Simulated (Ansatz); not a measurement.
Given:

```
SnO2
1.0
    4.72236     0.00000     0.00000
    0.00000     4.72236     0.00000
    0.00000     0.00000     3.09463
Sn O
2 4
Direct
  0.00000   0.00000   0.00000
  0.50000   0.50000   0.50000
  0.30444   0.30444   0.00000
  0.80444   0.19556   0.50000
  0.19556   0.80444   0.50000
  0.69556   0.69556   0.00000
```

No spin polarisation.

All numbers come from LDA (Ansatz, a quantum-chemistry and plane-wave program), no SOC. k-mesh 7×7×10 (Γ-centred); smearing 0.05 eV (Fermi–Dirac).

Problem. Predict the electron mass, gap character and band gap.

Solution. 
```json
{
  "electron_mass": "0.20 mₑ along z, 0.24 mₑ across (at Γ)",
  "gap_character": "direct at Γ",
  "band_gap": "1.58 eV"
}
```

The cells carry an imposed strain or load. Masses are band curvatures over ±0.01 Å⁻¹ around the edge. Stability against distortions was not tested. The cell was made from SnO₂ in the rutile structure (space group P4_2/mnm, No. 136) by this change: uniaxial strain ε_zz = −3.00 %.
